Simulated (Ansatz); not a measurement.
For GaP (model structure, started from the CsCl type, Pm-3m, No. 221, 2 atoms in the cell), PBE-D3(BJ) (PAW; Ansatz, a program for electronic structure) gives:

- lattice constant a: 3.161 Å
- cohesive energy: 3.12 eV/atom

Task: What does r²SCAN (Ansatz, PAW) give for the same quantities?

Result: 
- lattice constant a: 3.192 Å (goes up by 1.0 %)
- cohesive energy: 2.65 eV/atom (shrinks by 0.47 eV/atom)

Changes are worked out from the printed values.

Unless a cell is named, each level is at its own relaxed cell (PBE-D3(BJ) 15.79, r²SCAN 16.26 Å³/atom).

Ansatz's density-functional and Hartree–Fock values are scalar-relativistic unless marked +SOC, with PAW data made under PBE.

A model structure was made by putting elements into a prototype or built by hand; it is no filed structure, need not be a known phase, and can be a saddle point held by its symmetry.
